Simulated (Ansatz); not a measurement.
For Pt3Ge (model structure, started from the D03 type, Fm-3m, No. 225, 4 atoms in the cell), PBE (plane waves, PAW; Ansatz, an electronic-structure program) gives:

```
Quantity                                 Value
------------------------------  --------------
equilibrium lattice constant a         6.328 Å
enthalpy of formation           -0.082 eV/atom
```

Question: What does PBE-D3(BJ) in Ansatz (PAW) give for the same quantities?

Answer: 
- lattice constant a: 6.256 Å (decreases by 1.1 %)
- formation enthalpy: -0.101 eV/atom (moves by -0.019 eV/atom)

Changes are worked out from the printed values.

Unless a cell is named, each level is at its own relaxed cell (PBE 15.84, PBE-D3(BJ) 15.30 Å³/atom).

Levels without +SOC leave out spin–orbit coupling, which shifts energies and cells of such heavy elements.

Ansatz's density-functional and Hartree–Fock values are scalar-relativistic unless marked +SOC, with PAW data made under PBE.

A model structure was made by putting elements into a prototype or built by hand; it is no filed structure, need not be a known phase, and can be a saddle point held by its symmetry.
